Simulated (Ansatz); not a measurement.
Worked example: self-consistent single point of Be2C (Fm-3m, 3 atoms in the cell) in Ansatz (an electronic-structure program).

Method of the run: PBE (plane waves, PAW; Ansatz).

```yaml
crystal:
  lattice:
    - [0.00000, 2.17977, 2.17977]
    - [2.17977, 0.00000, 2.17977]
    - [2.17977, 2.17977, 0.00000]
  atoms:
    - { symbol: Be, position: [0.75000, 0.75000, 0.75000] }
    - { symbol: Be, position: [0.25000, 0.25000, 0.25000] }
    - { symbol: C, position: [0.00000, 0.00000, 0.00000] }
```

Reference input (self-consistent single point, DFT, HSE06, plane waves, default PAW files made with PBE): basis.ecutwfc = 420 eV; kpoints.mp_grid.grid = 11 11 11; hamiltonian.xc = hse06; hamiltonian.pseudopotentials = {kind: paw} (the program's default PAW files); scf.occupations.method = fixed. This run's input differs from it in these lines:

Ansatz 0.2 input:
```diff
@@ -14,3 +14,3 @@
 hamiltonian:
-  xc: hse06
+  xc: pbe
   pseudopotentials: { kind: paw }
```

The program printed (abridged):

```
SCF iter   1: F=—  HF=-437.166399 eV  |F-HF|=—  |Δ(HF+E_count)|=         —  Δρ=6.62e-4  dr2=2.74e-5  ethr=1.77e-3  ⟨swp⟩=4.4  Hψ=2986  notcnv=0  defer=58
all-band conjugate gradients solve this SCF's bands
preconditioner: auto → none
SCF iter   2: F=—  HF=-437.166568 eV  |F-HF|=—  |Δ(HF+E_count)|=   1.69e-4  Δρ=3.33e-4  dr2=5.57e-6  ethr=3.43e-7  ⟨swp⟩=2.2  Hψ=1208  notcnv=0  defer=101
SCF iter   3: F=—  HF=-437.166578 eV  |F-HF|=—  |Δ(HF+E_count)|=   1.03e-5  Δρ=3.61e-5  dr2=2.68e-7  ethr=6.97e-8  ⟨swp⟩=2.1  Hψ=663  notcnv=0  defer=112
SCF iter   4: F=—  HF=-437.166579 eV  |F-HF|=—  |Δ(HF+E_count)|=   5.91e-8  Δρ=3.98e-5  dr2=3.67e-7  ethr=3.35e-9  ⟨swp⟩=2.0  Hψ=670  notcnv=0  defer=111
iter 5 did not close the SCF: its close was put off for the readings that it lacked (scf_convergence_deferred on its scf_iter line)
SCF iter   5: F=-437.166578 eV  HF=-437.166578 eV  |F-HF|=1.16e-9  |Δ(HF+E_count)|=   1.16e-7  Δρ=3.24e-6  dr2=2.07e-9  ethr=3.35e-9  ⟨swp⟩=2.1  Hψ=633  notcnv=0  defer=111
SCF iter   6: F=-437.166578 eV  HF=-437.166578 eV  |F-HF|=2.66e-11  |Δ(HF+E_count)|=  1.11e-10  Δρ=4.54e-7  dr2=4.24e-11  ethr=2.59e-11  ⟨swp⟩=3.9  Hψ=2260  notcnv=0
SCF 1 converged in 6 iterations: F = -437.166578 eV  dr2 = 4.24e-11
Free energy (F): -437.166578 eV
Internal energy: -437.166578 eV  (E = F + TS)
E sigma→0 (E₀):  -437.166578 eV
Fermi energy:    9.345392 eV
--- Forces (eV/Å), atoms counted from 1 ---
  atom   1  Be     0.00000000     0.00000000     0.00000000
   [... zero for the other atoms too ...]
--- Stress (GPa, compression-positive) ---
       -4.172081       0.000000       0.000000
        0.000000      -4.172081      -0.000000
        0.000000      -0.000000      -4.172081
  P = ⅓ Tr σ = -4.1721 GPa (-41.721 kbar)
  The stress holds the Pulay correction. Without it, at fixed plane waves, as pw.x and ABINIT print it: P = -4.4422 GPa
```

The run converged in 6 iterations. Against the reference run the pressure goes from -7.39 to -4.17 GPa and the gap on the mesh goes from 1.995 to 1.256 eV. The full log also holds: “iter 5 did not close the SCF: its close was put off for the readings that it lacked (scf_convergence_deferred on its scf_iter line)”.

The starting cell comes from a database of computed structures (which also holds hypothetical and non-ambient phases and stackings), without a prior relaxation at this level. Its lattice was rescaled by a random factor within 2.5 % of one. With a pressure of about -4 GPa the cell is away from its equilibrium volume at this level. Ansatz's pressure includes its estimate of the finite-basis (Pulay) stress.
